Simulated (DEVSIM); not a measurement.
Structure: Ru/SiO2/p-Si capacitor, at 450 K.

```tsv
layer (left to right)	material	thickness (nm)	Na (cm⁻³)
1	SiO2	28.0	-
2	Si	1100	2.8e17
```

Metal gate on the left, work function 4.7 eV. Fixed charge at the semiconductor interface 0 cm⁻² (in units of +e); no interface traps.

The device is made up for the run: typed textbook-type constants, with dimensions and the other settings drawn at random. Values at 300 K; Nc and Nv go as T^1.5, mobilities as T to minus their exponent, the gap by Varshni's rule with the affinity fixed.

```tsv
parameter	SiO2	Si
gap (eV)	9	1.124
affinity (eV)	0.9	4.05
permittivity	3.9	11.7
Nc (cm⁻³)	-	2.86e19
Nv (cm⁻³)	-	3.1e19
Varshni α (eV/K)	-	0.000473
Varshni β (K)	-	636
```

Model (solved in DEVSIM): 1D Poisson equation in equilibrium, Boltzmann statistics, complete ionisation; no quantum confinement or tunnelling. Metal contacts follow the ideal Schottky-Mott rule: no Fermi-level pinning, no interface dipoles.

Question: Give the band bending (positive: bands bend down) and minority sheet density.

Answer: 
| Vg (V) | ψs (V) | minority carriers (cm⁻²) |
|---|---|---|
| -3.4 | -0.146 | < 1e8 |
| -2.8 | -0.131 | < 1e8 |
| -2.2 | -0.113 | < 1e8 |
| -1.6 | -0.090 | < 1e8 |
| -1 | -0.060 | < 1e8 |
| -0.4 | -0.017 | < 1e8 |
| 0.2 | 0.051 | < 1e8 |
| 0.8 | 0.160 | < 1e8 |
| 1.4 | 0.318 | < 1e8 |
| 2 | 0.516 | 1.0e9 |
| 2.6 | 0.700 | 9.2e10 |
| 3.2 | 0.765 | 4.4e11 |
| 3.8 | 0.796 | 8.5e11 |
| 4.4 | 0.816 | 1.3e12 |
| 5 | 0.831 | 1.7e12 |
| 5.6 | 0.844 | 2.2e12 |
| 6.2 | 0.854 | 2.6e12 |
